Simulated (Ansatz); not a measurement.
Amorphous Si$_{24}$O$_{49}$Be, 74 atoms at 2.20 g/cm³, one PBE-relaxed geometry, zone centre. Methods: PBE, scalar-relativistic without spin-orbit coupling (Ansatz, an electronic-structure program); r2SCAN, scalar-relativistic without spin-orbit coupling (Ansatz); HSE06, scalar-relativistic without spin-orbit coupling (Ansatz). Plane waves to 420 eV (r2SCAN 500 eV); exact exchange is cut at the cell's faces. All rungs ran without spin polarisation.

A CHGNet melt-quench gave the starting glass, which DFT then relaxed. O atoms were pushed apart under 1.9 Å during the dynamics, to hinder bonds among them. The hot cell started wider than the set density and was brought back towards it in steps. It is the lowest in DFT energy of 2 quenches. It is a model cell: composition and starting density were chosen by hand, and all elements were melted together. No dispersion term was used. Its density started from a set value of 2.20 and ended at 2.20 g/cm³. Cooling (nominally 400 K/ps over its main leg) ran many orders faster than in experiment, which tends to leave more defects and strain. One small periodic cell is one sample of the glass; other quenches scatter about these values. The volume was held where the preparation left it, at a PBE pressure of -0.3 GPa (tension). Stress components on the final sampling reach 1.3 GPa.

The relaxation ran on the zone centre alone. At PBE the gap is 5.21 eV on a 2×2×2 Γ-centred mesh, and the spacing at the zone centre alone 5.21 eV.

Problem. What zone-centre spacing does r2SCAN give, roughly?

Solution. 5.90 eV (+0.70 eV against PBE).

Problem. What zone-centre spacing does HSE06 give, roughly?

Solution. 7.03 eV (+1.82 eV against PBE).

The highest filled and the lowest empty state spread over these numbers of atoms (participation numbers): PBE: 17.0 and 66.4; r2SCAN: 17.3 and 66.8; HSE06: 19.2 and 66.0.
